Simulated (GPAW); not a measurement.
Input and output of a self-consistent single point for Si₂W (I4/mmm, 3 atoms in the cell) (GPAW).

Method: PBE, GPAW PAW datasets PBE (gpaw-data 1.0.1) (plane waves; GPAW).

The change in words: lattice scaled by 0.98. Reference geometry:
```xyz
3
Lattice="-1.6074 1.6074 3.9010 1.6074 -1.6074 3.9010 1.6074 1.6074 -3.9010" Properties=species:S:1:pos:R:3 pbc="T T T"
Si     0.0000     0.0000     2.6136
Si     0.0000     0.0000     5.1884
W      0.0000     0.0000     0.0000
```

Reference input (self-consistent single point, DFT PBE, plane waves, GPAW PAW datasets PBE (gpaw-data 1.0.1)): mode = pw; ecut = 600 eV; xc = PBE; kpts = 12 12 12; mesh shift (steps) = 0 0 0; occupations.name = fermi-dirac; occupations.width = 0.05 eV; nbands = -11; convergence.forces = 0.001 eV/Å; symmetry.symmorphic = false; symmetry.tolerance = 0.0005; maxiter = 120. This run's input differs from it in these lines:

```diff
@@ -5,5 +5,5 @@
 atoms = Atoms(['Si', 'Si', 'W'],
-              cell=[[-1.607365, 1.607365, 3.901030],
-                    [1.607365, -1.607365, 3.901030],
-                    [1.607365, 1.607365, -3.901030]],
+              cell=[[-1.575218, 1.575218, 3.823009],
+                    [1.575218, -1.575218, 3.823009],
+                    [1.575218, 1.575218, -3.823009]],
               scaled_positions=[[0.334990, 0.334990, 0.000000],
```

Output (repeated stretches shortened):

```
     iter     time        total  log10-change:
                         energy   eigst   dens  force
iter:   1 --:--:--   -23.167481
iter:   2 --:--:--   -23.187911   -1.55  -1.19
iter:   3 --:--:--   -23.296366   -1.68  -1.21
iter:   4 --:--:--   -23.268370   -4.29  -1.74
iter:   5 --:--:--   -23.185454   -2.71  -1.80
iter:   6 --:--:--   -23.178083   -3.73  -2.21
iter:   7 --:--:--   -23.173740   -3.99  -2.34
iter:   8 --:--:--   -23.173465c  -5.39  -2.74
iter:   9 --:--:--   -23.172916c  -4.50  -2.82
iter:  10 --:--:--   -23.172919c  -6.13  -3.79
iter:  11 --:--:--   -23.172919c  -7.79c -3.91
iter:  12 --:--:--   -23.172917c  -7.83c -3.95
iter:  13 --:--:--   -23.172915c  -7.54c -4.05c
iter:  14 --:--:--   -23.172913c  -7.49c -4.18c -2.56
iter:  15 --:--:--   -23.172913c  -8.65c -4.35c -3.20c
Converged after 15 iterations.

Dipole moment: (-0.000000, -0.000000, -0.000000) |e|*Ang

Energy contributions relative to reference atoms: (reference = -454544.360156)

Kinetic:        +38.938995
Potential:      -31.665405
External:        +0.000000
XC:             -30.361079
Entropy (-ST):   -0.001823
Local:           -0.084512
SIC:             +0.000000
--------------------------
Free energy:    -23.173825
Extrapolated:   -23.172913

Showing only first 2 kpts
 Kpt  Band  Eigenvalues  Occupancy
  0     9     10.64746    2.00000
  0    10     14.31499    0.00001
  0    11     16.38646    0.00000
  0    12     16.84619    0.00000

  1     9     11.45367    2.00000
  1    10     13.19400    1.99991
  1    11     16.56260    0.00000
  1    12     17.06876    0.00000

Fermi level: 13.69540

No gap
No difference between direct/indirect transitions
Energy (eV): -23.172913

Forces in eV/Ang:
  0 Si    0.00000    0.00000   -0.32854
  1 Si    0.00000    0.00000    0.32854
  2 W     0.00000    0.00000    0.00000

Stress tensor:
    -0.124158    -0.000000     0.000000
    -0.000000    -0.124158     0.000000
     0.000000     0.000000    -0.155962
Stress (GPa, Voigt): [-19.8922 -19.8922 -24.9878   0.       0.      -0.    ]
```

The run converged in 15 iterations. GPAW prints stress with tension positive. Against the reference run the free energy goes up by 63.1 meV/atom, the pressure goes from 4.85 to 21.59 GPa and the largest force goes from 0.141 to 0.329 eV/Å.

The starting cell comes from a database of computed structures (which also holds hypothetical and non-ambient phases and stackings), without a prior relaxation at this level. For this run, on top of that: lattice scaled by 0.98. Spin polarisation is off. With a pressure of about 22 GPa the cell is away from its equilibrium volume at this level.

Cost on one core of a shared machine: roughly 2 min.
